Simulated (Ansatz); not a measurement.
## Harmonic thermodynamics of ZnS (zinc blende, F-43m)

Per mole of formula units at the relaxed static volume; finite displacements on a 6×6×6 mesh, LDA in Ansatz (a program for electronic structure), k mesh 6×6×6; sums on an interpolated 12×12×12 mesh. Another polymorph of this substance is known too; which is more stable was not tested here. Dynamical quadrupoles are not included in the interpolation of the phonons between the solved wave vectors. Zero-point energy 7.96 kJ/mol.

```csv
T (K),F_vib (kJ/mol),S (J/mol/K),C_V (J/mol/K)
100,7.29,17.8,24.6
150,6.10,29.7,33.9
200,4.35,40.3,39.4
250,2.10,49.4,42.7
300,-0.57,57.4,44.6
400,-7.00,70.6,46.8
600,-23.17,89.9,48.5
800,?,?,?
1000,-64.55,114.9,49.4
```

Question: Some entries are withheld; supply them.

Answer: 
- 800, F_vib (kJ/mol): -42.62
- 800, S (J/mol/K): 104.0
- 800, C_V (J/mol/K): 49.1

The crystal is held in this phase throughout; melting and phase transitions are not modelled.

The PAW data sets were generated under PBE and serve the other functionals too.
